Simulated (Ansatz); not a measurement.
Base system: TiC in the rock salt structure (space group Fm-3m, No. 225; a = 4.328 Å; relaxed with 0.1 eV smearing). Axes: x, y, z lie along the cube axes.

Computed with r2SCAN/PAW in Ansatz (a quantum-chemistry and plane-wave program), spin-orbit coupling left out.

Base values:

```
Property  Result
--------  ------
Band gap    zero
```

It is then changed as follows: tensor shear ε_xy = +1.71 % (engineering shear γ = 0.0342); the atoms relax in the strained cell.

Predict the new stress and band gap.

The stress (xx, yy, zz, yz, xz, xy; compression positive) amounts to (0.1, 0.1, 0.0, 0.0, 0.0, -6.4) GPa; the band gap is still zero.

Whether these cells are dynamically stable was not tested. The final runs are not spin-polarised.
